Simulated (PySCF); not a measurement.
PySCF 2.14.0, R2SCAN/def2-svp, df: Ga(F)(Cl)(Vi) (C=[CH][Ga]([F])[Cl]), 8 atoms. The geometry is a generated start, not checked to be a minimum at this level.

```
Quantity                      Result
-------------------  ---------------
task                          energy
method                        r2scan
basis                       def2-svp
two-electron scheme  density fitting
mol.max_memory               3000 MB
mf.max_cycle                     100
mf.init_guess        minao (default)
mf.DIIS              CDIIS (default)
mf.diis_space            8 (default)
mf.conv_tol          1e-09 (default)
mf.grids.level           3 (default)
basis functions                  107
grid points                   111712
```

```xyz
8

Ga    -0.0875     0.2758     1.4251
F     -0.6854    -0.7501     2.7358
Cl     0.5771     2.1738     1.9947
C     -0.1589    -0.6356    -0.3808
C      0.1839     0.0134    -1.4786
H     -0.4964    -1.6656    -0.3872
H      0.1497    -0.4543    -2.4533
H      0.5176     1.0426    -1.4558
```

One run each on 2 threads, 1 BLAS thread. Values of level_shift (Hartree) tried: 0 (default), 0.1, 0.3, 1.

Q: Predict the course of the Fock builds along this series.

A: Fewest Fock builds, within one of each other: 0 (default) with 13, 0.1 with 13. The count rises to 40 at 1. All converge to one solution.

```json
[
 {"level_shift (Hartree)": "0 (default)", "Fock builds": "13", "end": "same solution"},
 {"level_shift (Hartree)": "0.1", "Fock builds": "13", "end": "same solution"},
 {"level_shift (Hartree)": "0.3", "Fock builds": "16", "end": "same solution"},
 {"level_shift (Hartree)": "1", "Fock builds": "40", "end": "same solution"}
]
```
